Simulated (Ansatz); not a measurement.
Pressure series in Re

The parent structure is Re (space group R-3m, No. 166; a cell from a computed database, its experimental status unchecked).

Space group R-3m, hexagonal axes (No. 166); a = b = 2.754 Å, c = 19.955 Å, α = β = 90.00°, γ = 120.00°

```
atom  site  symmetry       x       y       z
----  ----  --------  ------  ------  ------
Re      3a       -3m  0.0000  0.0000  0.0000
Re      6c        3m  0.0000  0.0000  0.2221
```
(The calculation used a cell of 3 atoms; values per cell refer to that cell.)

Cell and atoms are relaxed at each pressure.

Level of theory: DFT with PBEsol, PAW potentials and a 420 eV plane-wave cutoff in Ansatz (a first-principles code), no SOC.

| pressure (GPa) | volume per atom (Å³/atom) |
|---|---|
| 0 | 14.560 |
| 0.3 | ? |
| 0.7 | 14.534 |
| 1.5 | 14.505 |
| 3 | 14.450 |
| 5 | 14.379 |
| 7.5 | 14.293 |

Q: Fit the third-order Birch–Murnaghan form P(V) = (3B₀/2)[(V₀/V)^(7/3) − (V₀/V)^(5/3)]·[1 + (3/4)(B₀′ − 4)((V₀/V)^(2/3) − 1)] (squares taken in P) to the rows shown and predict the withheld row.

A: Least squares on the printed values gives V₀ = 14.560 Å³/atom, B₀ = 389 GPa, B₀′ = 4.3; this predicts 14.549 Å³/atom, and the run gives 14.549 Å³/atom, in agreement.

Load acts through the strain it causes; cell and atoms are relaxed under it. Whether these cells are dynamically stable was not tested. No other phases were tried under pressure. All final runs are without spin polarisation. This is not the structure that Re has at room temperature and ambient pressure.
